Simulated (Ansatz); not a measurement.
# MnO2: pressure series

Consider MnO2 (space group Fd-3m, No. 227; a = 8.0108 Å; ferromagnetic; a cell from a computed database, its experimental status unchecked).

Cell and atoms are relaxed at each pressure.

The values are results of PBEsol, PAW, 420 eV (Ansatz, a program for electronic structure; no spin-orbit coupling), not measurements.

| case | width of the top valence band | volume per atom |
|---|---|---|
| base | 1.47 eV | 10.71 Å³ |
| pressure −2 GPa | 1.41 eV | 10.91 Å³ |
| pressure −1 GPa | 1.44 eV | 10.81 Å³ |
| pressure 0.3 GPa | 1.48 eV | 10.68 Å³ |
| pressure 0.7 GPa | 1.49 eV | 10.64 Å³ |
| pressure 1.5 GPa | 1.52 eV | 10.57 Å³ |

The levels and masses belong to the bands next to the band gap. Load acts through the strain it causes; cell and atoms are relaxed under it. Stability against distortions was not tested. No Hubbard U is applied and the magnetic state is the run's own (MnO2 ferromagnetic); small cells can't hold the antiferromagnetic order that many such compounds have, so gaps and moments can be off.
